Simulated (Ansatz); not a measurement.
**SnGe (model structure, started from the wurtzite type, P6₃mc, No. 186, 4 atoms in the cell): equilibrium volume per atom by level of theory**

No measured value is used here.

```tsv
level (code)	value (Å³/atom)
PBE (Ansatz)	29.94
PBEsol (Ansatz)	28.53
PBE-D3(BJ) (Ansatz)	28.94
```

Ansatz's density-functional and Hartree–Fock values are scalar-relativistic unless marked +SOC, with PAW data made under PBE.

A model structure was made by putting elements into a prototype or built by hand; it is no filed structure, need not be a known phase, and can be a saddle point held by its symmetry.

Ansatz is a quantum-chemistry and plane-wave program.
